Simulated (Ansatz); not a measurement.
Results of PBE0-D4 (plane waves, PAW; Ansatz, a first-principles code) for 1T (CdI2-type) MgI₂.

Run with plane-wave cutoff 520 eV, 6×6×4 k mesh (along the axes of the cell as run), finite displacements, scalar-relativistic PAW data made under PBE.

Computed at the level's own relaxed cell.

```yaml
crystal:
  lattice:
    - [4.11181, 0.00000, 0.00000]
    - [-2.05590, 3.56093, 0.00000]
    - [0.00000, 0.00000, 6.80122]
  atoms:
    - { symbol: Mg, position: [0.00000, 0.00000, 0.00000] }
    - { symbol: I, position: [0.33333, 0.66667, 0.24415] }
    - { symbol: I, position: [0.66667, 0.33333, 0.75585] }
```

Harmonic phonon frequencies (cm⁻¹; i marks an imaginary mode; at Γ without the LO shift):

```tsv
q point	frequencies
Γ	0 0 0 68 68 115 181 181 271
M	65 66 69 84 93 111 182 184 267
A	19 19 37 65 65 109 182 182 298
```

No imaginary mode appears at these points.

Note: the dispersion coefficients are held fixed in the derivatives.
